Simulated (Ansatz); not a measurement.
# zinc-blende ZnSe: the defect Se on the Zn site (broken-bond start)

Calculation: PBE, PAW (plane waves to 420 eV; Ansatz, a first-principles code). The supercell holds 64 host sites (2×2×2 repeats of a cell of 8 atoms), with a 2×2×2 shifted k-point sampling for the final energies. Sites at the start: the Zn site; started 0.95 Å off site, one bond broken. Finite-size correction: monopole term and site-potential alignment. Dielectric constants: PBE linear response of the host. Host gap at this level: 1.15 eV. Finite-size and sampling errors can reach tenths of an eV here. PBE underestimates the host's gap, which shifts levels and can delocalise carriers. Spin–orbit coupling is left out. Each state is the lowest found from its start.

Formation energies E_f are given with the Fermi level at the valence-band maximum. Chemical conditions: Se-rich (Δμ(Se) = 0.00 eV, Δμ(Zn) = -1.43 eV; only phases computed here count, gases as isolated molecules at 0 K); Zn-rich (Δμ(Se) = -1.43 eV, Δμ(Zn) = 0.00 eV; only phases computed here count, gases as isolated molecules at 0 K). Reference phases: Se: trigonal Se, Zn: hcp Zn.

Charges with a result: +1, 0, −1. Others weren't obtained, and one of them could lie lower, also by skipping a charge.

```csv
charge,moment (μB),largest move off a lattice site (Å),image correction with alignment (eV),"E_f, Se-rich (eV)","E_f, Zn-rich (eV)"
+1,1.0,0.51,0.20,1.30,4.15
0,not spin-polarised,0.87,0.00,1.58,4.43
−1†,1.0,1.11,0.12,–,–
```

† Not settled in this cell, so no level is given: charge −1: level within 0.1 eV of a band edge or past it.

No other site or start that was run ended lower by more than 0.1 eV.

Transition levels above the valence-band maximum: ε(+1/0) = 0.28 eV. On the lower envelope of the bound states, inside the gap: (+1/0) at 0.28 eV.

Flagged in the runs: a strain field that reaches the edge of the cell.
